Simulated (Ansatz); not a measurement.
The starting structures come from a database of crystals and need not be the phases stable at ambient conditions.

Inside the gap of an insulator the Bloch states are evanescent, with a wavenumber k + iκ along the transport direction.

Input:

```xyz
16
Lattice="5.5456 0.0000 0.0000 0.0000 7.4303 0.0000 2.7728 0.0000 9.1874" Properties=species:S:1:pos:R:3 pbc="T T T"
K      4.1823     5.5727     5.8366
K      1.4095     1.8576     3.3508
Nb     2.7727     5.5727     2.0756
Nb     5.5456     1.8576     7.1118
Cu     2.8900     3.7152     0.0000
Cu     2.8900     0.0000     0.0000
Cu     5.5459     5.5727     1.9973
Cu     2.7731     1.8576     7.1901
S      1.4580     5.5727     0.1492
S      4.2308     1.8576     9.0382
S      1.3699     5.5727     3.8953
S      4.1427     1.8576     5.2921
S      6.9090     3.7331     7.2142
S      4.1362     3.6973     1.9733
S      6.9090     7.4124     7.2142
S      4.1362     0.0179     1.9733
```

Space group of this cell: Ama2. The cell is taken as given; by PBEsol its mean pressure is -2.6 GPa.

Transport runs along the normal of the first two printed cell vectors.

The gap is the functional's own. No spin-orbit coupling. Mid-gap values are interpolated on the energy grid.

### Question
Estimate the band gap and the smallest decay constant κ at mid-gap that PBEsol (Ansatz, an electronic-structure program) returns for this system.

### Answer
Gap 1.67 eV on a 6×4×6 mesh; κ = 0.385 1/Å, at (0.167, 0.250) of the in-plane reciprocal vectors. At the zone centre, at the nearest computed energy, the slowest state has κ = 0.39 1/Å.
